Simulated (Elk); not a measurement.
Worked example: self-consistent single point of Mo (Im-3m, 1 atom in the cell) in Elk.

Computed with LDA (PW92), all-electron FP-LAPW, Elk's shipped species files, APW+lo basis with extra local orbitals in Elk 10.2.4.

```
Mo
1.0
   -1.56713     1.56713     1.56713
    1.56713    -1.56713     1.56713
    1.56713     1.56713    -1.56713
Mo
1
Cartesian
  0.00000   0.00000   0.00000
```

Reference input (self-consistent single point, DFT, LDA (PW92), all-electron FP-LAPW, Elk's shipped species files, APW+lo basis with extra local orbitals): xctype = 3; rgkmax = 7.5; stype = 3; swidth = 0.00367493 Ha; ngridk = 11 11 11; gmaxvr = 16 1/bohr; nxlo = 2; lorbcnd = true; rmtscf = 0.93; lmaxi = 2. This run's input differs from it in these lines:

```diff
@@ -11,2 +11,5 @@
   16.0
+
+lmaxapw
+  7
```

The program printed (abridged):

```
│ Self-consistent loop started │
│ Loop number : 1 │
 total energy                :     -4044.33718273
│ Loop number : 2 │
 total energy                :     -4044.44173514
RMS change in Kohn-Sham potential (target) :   0.1006808249     (  0.1000000000E-05)
Absolute change in total energy (target)   :   0.1045524134     (  0.1000000000E-03)
│ Loop number : 3 │
 total energy                :     -4044.84645633
RMS change in Kohn-Sham potential (target) :   0.8681156214E-01 (  0.1000000000E-05)
Absolute change in total energy (target)   :   0.4308592918     (  0.1000000000E-03)
│ Loop number : 4 │
   [... lines left out ...]
Absolute change in total energy (target)   :   0.8353477792E-03 (  0.1000000000E-03)
│ Loop number : 13 │
 total energy                :     -4045.43468431
RMS change in Kohn-Sham potential (target) :   0.4806229386E-06 (  0.1000000000E-05)
Absolute change in total energy (target)   :   0.2865466690E-03 (  0.1000000000E-03)
│ Loop number : 14 │
 total energy                :     -4045.43469318
RMS change in Kohn-Sham potential (target) :   0.1146610311E-06 (  0.1000000000E-05)
Absolute change in total energy (target)   :   0.8051097257E-04 (  0.1000000000E-03)
Convergence targets achieved

│ Loop number : 15 │

Energies :
 Fermi                       :     0.499965149319
 total energy                :     -4045.43469431

Density of states at Fermi energy :    26.53744493
 (states/Hartree/unit cell)

Estimated indirect band gap :   0.2227455616E-02
 from k-point     51 to k-point     43
Estimated direct band gap   :   0.1060192842E-01
 at k-point     25

Charges :
 core                        :    28.00000000
 valence                     :    14.00000000
 interstitial                :    1.933917839
 muffin-tins (core leakage)
  species :    1 (Mo)
   atom    1                 :    40.06608216     (  0.1324843470E-05)
 total in muffin-tins        :    40.06608216
 total calculated charge     :    42.00436157
 total charge                :    42.00000000
 error                       :   0.4361565624E-02

│ Self-consistent loop stopped │
```

The run converged in 15 iterations. The count includes the last loop, which Elk runs after its targets are met. Against the reference run the free energy drops by 16.4 meV/atom.

The starting cell has typed, rounded lattice constants, without a prior relaxation at this level. Its lattice was rescaled by up to half a per cent. Spin polarisation is off. Values depend on the basis (sphere radii, cutoffs, local orbitals), which need not be converged. The log's line on a gap gives a spacing of levels on this mesh, which the program prints for metals too.
